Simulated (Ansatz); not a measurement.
We consider NdPd₃ (Pm-3m, No. 221), described by r²SCAN (plane waves, PAW; Ansatz, a first-principles code).

Run with plane-wave cutoff 500 eV, 14×14×14 k mesh, Fermi–Dirac smearing 0.1 eV, spin-polarised start, scalar-relativistic PAW data made under PBE.

Computed at the level's own relaxed cell.

What does this level give for the volume per atom and lattice parameter a?


- volume per atom = 17.91 Å³/atom
- lattice parameter a = 4.153 Å

Note: the magnetic order was assumed, not searched for or taken from measurement; the relaxation could not lower the start's symmetry, so the cell can be a saddle point above a distorted one; the 4f shell is treated without U or exact exchange, so its levels and filling can be wrong.

Spin–orbit coupling is not included.

Computing time: about 8 core-minutes (a rough figure).
